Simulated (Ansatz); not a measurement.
System: SiO₂ (P4₁2₁2, No. 92). Method: RPBE (plane waves, PAW; Ansatz, a first-principles code).

Settings: plane-wave cutoff 520 eV, 8×8×6 k mesh (along the axes of the cell as run), Fermi–Dirac smearing 0.01 eV, scalar-relativistic PAW data made under PBE.

Computed at the level's own relaxed cell.

**Question.** What does this level give for the equilibrium lattice constant a, c axis length, bulk modulus B0 and band gap?

**Answer.** 
- equilibrium lattice constant a = 5.140 Å
- c axis length = 7.190 Å
- bulk modulus B0 = 18.5 GPa
- band gap = 5.55 eV (direct)

Note: the cell is over a tenth larger than the published one: the level's own overestimate first of all, though another phase or state, or a fault of the published cell, is possible; the bulk modulus comes from volumes at which shape and atoms were relaxed.

Computed values are for the static lattice.
